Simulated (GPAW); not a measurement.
What a tighter setting buys: ecut, Sc (P6_3/mmc, 4 atoms in the cell)

```
Sc
1.0
    3.31899     0.00000     0.00000
   -1.65949     2.87433     0.00000
    0.00000     0.00000    10.67887
Sc
4
Direct
  0.00000   0.00000   0.00000
  0.00000   0.00000   0.50000
  0.33333   0.66667   0.25000
  0.66667   0.33333   0.75000
```

Level of theory: PBEsol, GPAW PAW datasets PBEsol (made by gpaw-setup) (plane waves; GPAW).

Base settings: mode = pw; ecut = 850 eV; xc = PBEsol; kpts = 7 7 2; mesh shift (steps) = 0.5 0.5 0.5; occupations.name = methfessel-paxton; occupations.width = 0.136 eV; occupations.order = 1; nbands = -10; convergence.density = 1e-05 e/electron.

Misses are taken against the tightest run, 1700 eV, which need not be fully converged itself. The energy is the free energy per atom.

The count of work is k-points × plane waves × bands × iterations; it is no time, and leaves out set-up, grids and terms that scale otherwise. Core times come from one kind of shared machine and are given to one figure; runs under 30 s give none.

The starting cell was generated: these elements placed on a structure prototype, without a prior relaxation; it need not be a known phase or ordering of this composition. Its lattice was rescaled by a random factor within 2.5 % of one. In the base run, with a pressure of about -4 GPa the cell is away from its equilibrium volume at this level.

```csv
ecut,energy less reference (meV/atom),pressure less reference (GPa),count of work / reference,core time / reference (rough)
340 eV,21.85,-0.61,0.084,–
425 eV,4.92,-0.13,0.14,0.1
510 eV,1.42,-0.05,0.16,0.2
595 eV,0.36,-0.02,0.23,0.3
680 eV,0.07,-0.01,0.21,0.3
765 eV,0.01,-0.01,0.27,0.3
850 eV,0.00,0.00,0.35,0.4
975 eV,0.00,0.00,0.51,0.6
1105 eV,0.00,0.00,0.50,0.7
1275 eV,0.00,0.00,0.70,0.8
1490 eV,0.00,0.00,0.88,1
1700 eV,0.00,0.00,1.0,1
```

Coarsest setting among those run that, with all tighter ones, holds the energy within 20 meV/atom of the reference: 425 eV, off by 4.9 meV/atom; it needs 0.14 of the reference's count of work and about 0.1 of the reference's time.

Coarsest setting among those run that, with all tighter ones, holds the energy within 2 meV/atom of the reference: 510 eV, off by 1.4 meV/atom; it needs 0.16 of the reference's count of work and about 0.2 of the reference's time.

The step from 425 eV to 850 eV: it takes the miss in the energy from 4.9 to 0.00 meV/atom, for 2.5 times the count of work and roughly 3 times the time.
